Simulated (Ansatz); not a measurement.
BP (F-43m), r2SCAN with spin-orbit coupling, rigid bands (Ansatz, an electronic-structure program): band gap 1.38 eV, N_c = 4.14e19 cm⁻³ and N_v = 2.27e19 cm⁻³ at 300 K, conductivity masses of 0.323 mₑ (electrons) and 0.399 mₑ (holes). Take k_BT = 0.02585 eV.

**Question.** A film of it is 5 nm thick. Estimate the confinement energies in an infinite well.

**Answer.** ħ²π²/(2m t²) = 0.376 eV·nm²/(m/mₑ × t²) gives 46.6 meV for electrons and 37.7 meV for holes, so the gap would widen to about 1.46 eV. Finite barriers and nonparabolic bands lower this, and with several valleys or bands the heaviest mass along the normal sets the lowest level, not this average.

**Question.** Find the intrinsic carrier density and the intrinsic Fermi level.

**Answer.** n_i = √(N_c N_v) exp(−E_g/2k_BT) = 3.07e19 × exp(−26.69) = 7.9e7 cm⁻³. The level lies (k_BT/2) ln(N_v/N_c) = -8 meV from mid-gap (positive towards the conduction band). Each 0.1 eV added to the gap lowers n_i by a factor of 6.9.

**Question.** What thermal injection velocity √(2k_BT/πm) limits a ballistic channel?

**Answer.** 9.47e6 cm/s for electrons and 8.52e6 cm/s for holes, a ratio of √(m_h/m_e) = 1.11, for dilute carriers.

Rigid, parabolic bands with the computed gap; masses take one relaxation time for all states. Geometry: cell and atoms relaxed with PBEsol.
